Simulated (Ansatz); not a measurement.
**PbSe: response to strain**

The parent structure is PbSe in the rock salt structure (space group Fm-3m, No. 225).

```
PbSe
1.0
    0.00000     3.08901     3.08901
    3.08901     0.00000     3.08901
    3.08901     3.08901     0.00000
Pb Se
1 1
Direct
  0.00000   0.00000   0.00000
  0.50000   0.50000   0.50000
```

Cartesian axes are those of the cell as printed.

Strains are applied to the cell and any free atomic positions relax; under biaxial strain the out-of-plane vector relaxes too.

Computed with r2SCAN (Ansatz, a first-principles code), without spin-orbit coupling.

```json
[
 {"biaxial strain, plane normal [001], relaxed out of plane (%)": "0", "band gap (eV)": "0.67"},
 {"biaxial strain, plane normal [001], relaxed out of plane (%)": "0.5", "band gap (eV)": "0.69"},
 {"biaxial strain, plane normal [001], relaxed out of plane (%)": "1", "band gap (eV)": "0.72"},
 {"biaxial strain, plane normal [001], relaxed out of plane (%)": "1.5", "band gap (eV)": "0.74"},
 {"biaxial strain, plane normal [001], relaxed out of plane (%)": "2", "band gap (eV)": "0.76"},
 {"biaxial strain, plane normal [001], relaxed out of plane (%)": "2.5", "band gap (eV)": "?"},
 {"biaxial strain, plane normal [001], relaxed out of plane (%)": "3", "band gap (eV)": "0.79"}
]
```

Q: Fit E_g = E₀ + Dε (ε in %) to the rows shown and predict the withheld row.

A: Least squares on the printed values gives E₀ = 0.67 eV, D = 40.9 meV per % of strain (largest residual 0.01 eV); this predicts 0.78 eV, and the run gives 0.77 eV, in agreement.

With Pb present, leaving out spin-orbit coupling can change the band edges. Stability against distortions was not tested.
